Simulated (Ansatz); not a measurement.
**zinc-blende ZnSe (1 1 1) on zinc-blende InP (1 1 1) (film strained to the substrate, faces as cut)**

A periodic stack without vacuum, zinc-blende ZnSe (1 1 1) on zinc-blende InP (1 1 1) (film strained to the substrate, faces as cut): substrate slab In4P4, film Se4Zn4, surface cells [[0, 1], [-1, 0]] and [[1, 0], [-1, 1]], film strained by +3.9 and +3.9 %, faces In/P and Zn/Se as cut (like faces can put a slab off its formula).

The start was prepared with a machine-learned potential, and the result is one local minimum, with the in-plane cell held and forces under 0.04 eV/Å; the film can end far from its bulk form.

Level of theory: PBE (plane waves to 420 eV, PAW; Ansatz, a quantum-chemistry and plane-wave program). No spin–orbit coupling; PBE gaps are too small against experiment. Its k-point mesh 6×6×1, Fermi–Dirac width 0.05 eV.

- interface area: 15.4 Å²
- period: 26.77 Å
- gaps between the outermost planes at the two interfaces: 2.37 and 2.70 Å
- In–Se contacts across the interfaces within 1.22 times the sum of covalent radii: 1, mean 2.70 Å
- P–Zn contacts across the interfaces within 1.22 times the sum of covalent radii: 1, mean 2.37 Å
- two interfaces: unlike, so that offsets are their mean
- spin-polarised check at this geometry: falls back to no moment
- slope of the mean potential energy in the substrate: +10.3 MV/cm × e

```
InZnPSe
1.0
    4.21396    -0.00130    -0.06942
   -2.10788     3.64745    -0.15285
   -1.66419    -2.26896    26.95501
In P Se Zn
4 4 4 4
Cartesian
 -2.39345   3.19421   1.23414
 -0.22682   2.15332   4.69218
  1.93855   1.11376   8.16050
 -0.11291   0.07724  11.69574
 -0.27245   2.01908   2.07076
  1.89427   0.97887   5.54143
 -0.15435  -0.05926   9.07886
 -0.09973   2.55034  12.39381
 -0.04685   0.28502  15.72110
  0.00350  -1.97438  19.07776
  2.16236  -0.59408  22.21529
  0.10938   0.78623  25.42231
  2.04736  -0.97501  14.91429
 -0.01018   0.41604  18.15815
  0.04251  -1.84999  21.51517
  2.20379  -0.47096  24.65193
```
